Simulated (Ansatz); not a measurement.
Base system: TiO₂ in the anatase structure (space group I4_1/amd, No. 141; a = 3.7988 Å, c = 9.7007 Å). Axes: x, y, z lie along a, b, c of the conventional cell.

Level of theory: plane-wave PAW DFT at the PBE level (Ansatz, a program for electronic structure, 420 eV), scalar-relativistic without spin-orbit coupling.

Before the change:

The width of the top valence band is 0.84 eV and the smallest direct gap comes out as 2.43 eV. The shortest interatomic distance is 1.946 Å.

Modification: tensile biaxial strain of 1.20 % in the plane normal to [001], as in epitaxy on a mismatched substrate; the out-of-plane cell vector and the atoms relax.

Task: Predict the new width of the top valence band, out-of-plane strain, energy relative to the base, smallest direct gap and shortest interatomic distance.

Result: The width of the top valence band grows by 0.02 eV, from 0.84 eV to 0.86 eV; the out-of-plane strain comes out as -1.68 %; the energy rises by 2.7 meV/atom; the smallest direct gap decreases by 0.07 eV to 2.36 eV; the shortest interatomic distance increases by 0.017 Å, from 1.946 Å to 1.963 Å.

Whether these cells are dynamically stable was not tested. All final runs are without spin polarisation.
